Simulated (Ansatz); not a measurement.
Cell A: Ga (Cmce), 4 atoms in the cell, k-point mesh 16×16×14 on the run's own vectors.
```cif
data_Ga4
_chemical_formula_sum 'Ga4'
_space_group_name_H-M_alt 'P 1'
_space_group_IT_number 1
_cell_length_a 4.49840
_cell_length_b 4.49840
_cell_length_c 4.57677
_cell_angle_alpha 90.000
_cell_angle_beta 90.000
_cell_angle_gamma 118.639
loop_
_space_group_symop_operation_xyz
  'x, y, z'
loop_
_atom_site_label
_atom_site_type_symbol
_atom_site_fract_x
_atom_site_fract_y
_atom_site_fract_z
_atom_site_occupancy
Ga1 Ga 0.34375 0.65625 0.41735 1
Ga2 Ga 0.84375 0.15625 0.08265 1
Ga3 Ga 0.65625 0.34375 0.58265 1
Ga4 Ga 0.15625 0.84375 0.91735 1
```

Cell B: Al (fcc, Fm-3m), 1 atom in the cell, k-point mesh 26×26×26 on the run's own vectors.
```
Al
1.0
    0.00000     2.02044     2.02044
    2.02044     0.00000     2.02044
    2.02044     2.02044     0.00000
Al
1
Direct
  0.00000   0.00000   0.00000
```

Cell C: Pb (fcc, Fm-3m), 1 atom in the cell, k-point mesh 20×20×20 on the run's own vectors.
```cif
data_Pb4
_chemical_formula_sum 'Pb4'
_space_group_name_H-M_alt 'Fm-3m'
_space_group_IT_number 225
_space_group_name_Hall '-F 4 2 3'
_cell_length_a 5.04221
_cell_length_b 5.04221
_cell_length_c 5.04221
_cell_angle_alpha 90.000
_cell_angle_beta 90.000
_cell_angle_gamma 90.000
loop_
_atom_site_label
_atom_site_type_symbol
_atom_site_symmetry_multiplicity
_atom_site_Wyckoff_symbol
_atom_site_fract_x
_atom_site_fract_y
_atom_site_fract_z
_atom_site_occupancy
Pb1 Pb 4 a 0.00000 0.00000 0.00000 1
```
(The calculation used a cell of 1 atom; values per cell refer to that cell.)

Computed with Ansatz (plane waves, PAW), its PAW set soft_1, cutoff 420 eV. The structures are at rest with PBE. Neutral cells; Fermi-Dirac smearing of at most 0.10 eV in the solids, energies taken to zero width. The runs are scalar-relativistic, without spin-orbit coupling. A dispersion term ran beside these levels; it doesn't touch the electrons. Both spins, broadened by a Gaussian of 0.2 eV on the run's mesh.

Problem. Rank these by density of states at the Fermi level (states/eV per atom) (highest first), as PBE gives it.

Solution. C (0.52), B (0.38), A (0.23)

Ansatz is a first-principles code.
